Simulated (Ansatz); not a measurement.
Ta2O5 (I4/mmm, No. 139, 7 atoms in the cell; start mp-1218001), treated with LDA (plane waves, PAW; Ansatz, a quantum-chemistry and plane-wave program).

Settings: plane-wave cutoff 520 eV, 10×10×10 k mesh, Fermi–Dirac smearing 0.01 eV, scalar-relativistic PAW data made under PBE.

Cell (relaxed with PBEsol):

```cif
data_O5Ta2
_chemical_formula_sum 'Ta2 O5'
_space_group_name_H-M_alt 'P 1'
_space_group_IT_number 1
_cell_length_a 6.05737
_cell_length_b 6.05737
_cell_length_c 6.05737
_cell_angle_alpha 128.735
_cell_angle_beta 128.735
_cell_angle_gamma 75.437
loop_
_space_group_symop_operation_xyz
  'x, y, z'
loop_
_atom_site_label
_atom_site_type_symbol
_atom_site_fract_x
_atom_site_fract_y
_atom_site_fract_z
_atom_site_occupancy
Ta1 Ta 0.19664 0.19664 0.00000 1
Ta2 Ta 0.80336 0.80336 0.00000 1
O1 O 0.00000 0.00000 0.00000 1
O2 O 0.50000 0.00000 0.00000 1
O3 O 0.00000 0.00000 0.50000 1
O4 O 0.00000 0.50000 0.00000 1
O5 O 0.50000 0.50000 0.50000 1
```

**Question.** Give the computed band gap.

**Answer.** 
* **band gap**: 1.57 eV

Note: cell and atoms aren't relaxed at this level (largest force component 0.03 eV/Å, pressure -3.2 GPa).

Spin–orbit coupling is not included.

Computed values are for the static lattice.

A start named mp-… is a Materials Project structure, which need not be a measured phase.
